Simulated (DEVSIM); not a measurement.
Device: GaN p-n junction from an implanted or diffused profile, at 300 K.

```
layer (left to right)  material  thickness (μm)  Nd (cm⁻³)  τn (s)  τp (s)
---------------------  --------  --------------  ---------  ------  ------
1                           GaN            21.0       2e16  7.8e-8  7.8e-8
```

Added acceptor profile: 3.3e18 cm⁻³ × exp(−(x − 0.069 μm)²/(2·(0.11 μm)²)). Left contact: ohmic. Right contact: ohmic. Voltage is applied to the left contact. Recombination: SRH at mid-gap, radiative. Mobility is constant in doping. Where it depends on doping, it is μmin + (μ − μmin)/(1 + (N/Nref)^α).

The device is made up for the run: typed textbook-type constants, with dimensions and the other settings drawn at random. Values at 300 K; Nc and Nv go as T^1.5, mobilities as T to minus their exponent, the gap by Varshni's rule with the affinity fixed. The table also holds parameters that only a changed run uses.

```csv
parameter,GaN
gap (eV),3.43
affinity (eV),4.1
permittivity,9.5
Nc (cm⁻³),2.3e18
Nv (cm⁻³),4.6e19
μn (cm²/Vs),1200
μp (cm²/Vs),100
"μn,min",55
"μp,min",3
"Nref,n",2e17
"Nref,p",3e17
αn,1
αp,2
T exponent of μn,1.5
T exponent of μp,2
B (cm³/s),1e-11
Cn (cm⁶/s),1e-30
Cp (cm⁶/s),1e-30
Varshni α (eV/K),0.00091
Varshni β (K),830
```

DEVSIM, 1D drift-diffusion, Boltzmann statistics, complete ionisation; no tunnelling, impact ionisation, image-force lowering or self-heating.

Base results: dark forward voltage at 1 A/cm² (V) 3.007; potential step across the device at zero bias (V) 3.234; dark forward voltage at 100 A/cm² (V) 3.172.

### Question
What follows from this one change: peak of the profile 3.3e+18 → 1.6e+18 cm^-3?

### Answer
dark forward voltage at 1 A/cm² 3.007 → 2.994 V; potential step across the device at zero bias 3.234 → 3.215 V; dark forward voltage at 100 A/cm² 3.172 → 3.159 V.

### Question
What follows from this one change: doping Nd of layer 1 2e+16 → 6e+14 cm^-3?

### Answer
dark forward voltage at 1 A/cm² 3.007 → 2.973 V; potential step across the device at zero bias 3.234 → 3.143 V; dark forward voltage at 100 A/cm² 3.172 → 3.298 V.

### Question
What follows from this one change: thickness of layer 1 21 → 63 μm?

### Answer
dark forward voltage at 1 A/cm² little changed (3.008 V); potential step across the device at zero bias little changed (3.234 V); dark forward voltage at 100 A/cm² 3.172 → 3.279 V.

### Question
What follows from this one change: minority lifetime in layer 1 7.8e-08 → 2.3e-06 s?

### Answer
dark forward voltage at 1 A/cm² 3.007 → 3.016 V; potential step across the device at zero bias little changed (3.234 V); dark forward voltage at 100 A/cm² 3.172 → 3.167 V.

### Question
What follows from this one change: straggle of the profile 0.11 → 0.33 μm?

### Answer
dark forward voltage at 1 A/cm² 3.007 → 3.018 V; potential step across the device at zero bias 3.234 → 3.238 V; dark forward voltage at 100 A/cm² 3.172 → 3.183 V.

### Question
What follows from this one change: doping-dependent mobility in place of the constant one?

### Answer
dark forward voltage at 1 A/cm² 3.007 → 3.028 V; potential step across the device at zero bias little changed (3.234 V); dark forward voltage at 100 A/cm² 3.172 → 3.201 V.
